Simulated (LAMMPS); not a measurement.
Molecular dynamics of Al (fcc) with 90 % of Al sites Cu, 4000 atoms, at 920 K and 0 GPa, heated as the crystal.

Computed with classical MD, pair style eam/alloy, file AlCu.eam.alloy (LAMMPS).

| Item | Result |
|---|---|
| state found | crystal; no diffusion seen in 30 ps |
| density | 7.7150 ± 0.0003 g/cm³ |
| volume per atom | 12.8903 ± 0.0004 Å³ |
| enthalpy per atom | -3.3289 ± 0.0001 eV |
| first peak of g(r), Al-Cu | 2.62 Å, height 4.0 |
| coordination number of Al by Cu | 10.9 (counted to 3.22 Å) |
| coordination number of Cu by Al | 1.21 (counted to 3.22 Å) |
| first peak of g(r), Cu-Cu | 2.57 Å, height 3.9 |
| coordination number of Cu by Cu | 10.9 (counted to 3.22 Å) |
| first peak of g(r), Al-Al | 2.65 Å, height 4.0 |
| coordination number of Al by Al | 1.22 (counted to 3.30 Å) |
| most common Cu-Cu-Cu angle | in the 3° bin centred on 58.5° (mean of all 97°) |
| most common Al-Cu-Cu angle | in the 3° bin centred on 58.5° (mean of all 97°) |
| most common Cu-Al-Cu angle | in the 3° bin centred on 58.5° (mean of all 97°) |
| mean frequency of the velocity spectrum | 4.8 THz |
| cost | very roughly 13 core-minutes |

Potential: file AlCu.eam.alloy of the LAMMPS distribution; its header cites Cai and Ye, Phys Rev B, 54, 8398-8410 (1996).

Caution: the random arrangement on this lattice is imposed, and need not be a phase that exists in equilibrium. Caution: a run this short can hold a crystal over, or a liquid under, the potential's melting point.

States go by the mean squared displacement: a species diffuses where it passes 1.5 Å², still rises and gives D over 1e-6 cm²/s; a crystal has left its structure where atoms lie 0.35 Å off their sites on average or a cubic box changes its shape by 3 %.

The ± values are statistical; the model's systematic error is not in them.
